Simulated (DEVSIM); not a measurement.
Device: Pt/SiO2/p-GaAs capacitor, at 250 K.

Layer 1 from the left is SiO2, thickness (nm) 19.0. Layer 2 from the left is GaAs, thickness (nm) 390, Na (cm⁻³) 2.8e18.

Metal gate on the left, work function 5.6 eV. Fixed charge at the semiconductor interface 1.1e11 cm⁻² (in units of +e); no interface traps.

This is a model device: material constants are rounded textbook-type values typed into the input, and sizes, dopings and lifetimes were drawn at random. Values at 300 K; Nc and Nv go as T^1.5, mobilities as T to minus their exponent, the gap by Varshni's rule with the affinity fixed.

SiO2: gap (eV) 9, affinity (eV) 0.9, permittivity 3.9. GaAs: gap (eV) 1.424, affinity (eV) 4.07, permittivity 12.9, Nc (cm⁻³) 4.7e17, Nv (cm⁻³) 9e18, Varshni α (eV/K) 0.000541, Varshni β (K) 204.

Model (solved in DEVSIM): 1D Poisson equation in equilibrium, Boltzmann statistics, complete ionisation; no quantum confinement or tunnelling. Metal contacts follow the ideal Schottky-Mott rule: no Fermi-level pinning, no interface dipoles.

Question: What does the simulation give for the flat-band voltage, the minimum of the low-frequency capacitance?

Answer: flat-band voltage 0.01 V; minimum of the low-frequency capacitance 0.130 μF/cm².
